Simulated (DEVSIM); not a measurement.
Device: TaN/SiO2/n-Si capacitor, at 300 K.

```csv
layer (left to right),material,thickness (nm),Nd (cm⁻³)
1,SiO2,1.60,-
2,Si,3300,3.1e16
```

Metal gate on the left, work function 4.4 eV. Fixed charge at the semiconductor interface -3.7e10 cm⁻² (in units of +e); no interface traps.

This is a model device: material constants are rounded textbook-type values typed into the input, and sizes, dopings and lifetimes were drawn at random. Values at 300 K.

| parameter | SiO2 | Si |
|---|---|---|
| gap (eV) | 9 | 1.124 |
| affinity (eV) | 0.9 | 4.05 |
| permittivity | 3.9 | 11.7 |
| Nc (cm⁻³) | - | 2.86e19 |
| Nv (cm⁻³) | - | 3.1e19 |

DEVSIM, 1D Poisson equation in equilibrium, Boltzmann statistics, complete ionisation; no quantum confinement or tunnelling. Metal contacts follow the ideal Schottky-Mott rule: no Fermi-level pinning, no interface dipoles.

The substrate doping was swept, all else fixed.

| substrate doping (cm^-3) | minimum of the low-frequency capacitance (μF/cm²) | flat-band voltage (V) | threshold voltage (band bending 2φF) (V) |
|---|---|---|---|
| 1.6e15 | 0.0169 | 0.10 | -0.52 |
| 3.1e15 | ? | 0.12 | ? |
| 6.2e15 | 0.0311 | 0.13 | -0.57 |
| 1.6e16 | 0.0466 | 0.16 | -0.60 |
| 3.1e16 | 0.0633 | 0.18 | -0.63 |
| 6.2e16 | 0.0875 | 0.19 | -0.67 |

**Question.** Fill in the missing entries.

**Answer.** 
- 3.1e15, minimum of the low-frequency capacitance (μF/cm²): 0.0230
- 3.1e15, threshold voltage (band bending 2φF) (V): -0.54
